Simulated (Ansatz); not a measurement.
**GaAs (space group Pm-3n, No. 223; a hypothetical phase, not in the database extracts checked)**

Space group Pm-3n (No. 223); a = 7.0869 Å, b = 7.0869 Å, c = 7.0869 Å, α = 90.00°, β = 90.00°, γ = 90.00°

| atom | site | symmetry | x | y | z |
|---|---|---|---|---|---|
| Ga | 6c | -4m.2 | 0.0000 | 0.5000 | 0.2500 |
| As | 6d | -4m.2 | 0.0000 | 0.2500 | 0.5000 |

The values are results of Ansatz (a program for electronic structure), PBE, PAW, cutoff 420 eV, without spin-orbit coupling, not measurements. Settings: 6×6×6 k-points, 0.05 eV Fermi–Dirac smearing.

* **Volume per atom**: 29.66 Å³
* **Density**: 4.05 g/cm³
* **Band gap**: zero
* **Lowest conduction-band minima above the VBM**: Γ 0.01 eV; a point along ⟨100⟩, about 0.3 Å⁻¹ from Γ 0.76 eV
* **Total energy**: -4319.776 eV/atom (σ→0; compares only within this code and set-up)

No phonon test of stability was made. The final runs are not spin-polarised. Gaps under 0.05 eV, about the width of the smearing, are given as zero. The zero or small gap of GaAs can change with the level of theory.
